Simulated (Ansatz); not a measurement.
**AlRu under a change: uniaxial strain ε_zz = +3.00 %**

Start from AlRu in the CsCl type structure (space group Pm-3m, No. 221; a = 2.983 Å; relaxed with 0.1 eV smearing). Axes: x, y, z lie along the cube axes.

One thing is altered: uniaxial strain ε_zz = +3.00 %, all other strain components held at zero; the atoms relax in the strained cell.

Method: plane-wave PAW DFT at the r2SCAN level (Ansatz, a program for electronic structure, 500 eV), no spin-orbit coupling. Settings: 19×19×19 k-points, 0.1 eV Fermi–Dirac smearing.

| quantity | base | changed | shift |
|---|---|---|---|
| volume per atom | 13.27 Å³ | 13.67 Å³ | +0.40 Å³ |
| space group | Pm-3m (No. 221) | P4/mmm (No. 123) | – |
| shortest interatomic distance | 2.583 Å | 2.610 Å | +0.0261 Å |
| energy relative to the base (free energy F) | 0 meV/atom | +12 meV/atom | +12 meV/atom |
| pressure (mean of the normal stresses, compression positive) | 0.0 GPa | -6.0 GPa | -6.0 GPa |
| band gap | zero | zero | – |
| stress (xx, yy, zz, yz, xz, xy; compression positive) | – | (-4.3, -4.3, -9.4, 0.0, 0.0, 0.0) GPa | – |

Whether these cells are dynamically stable was not tested. All final runs are without spin polarisation.
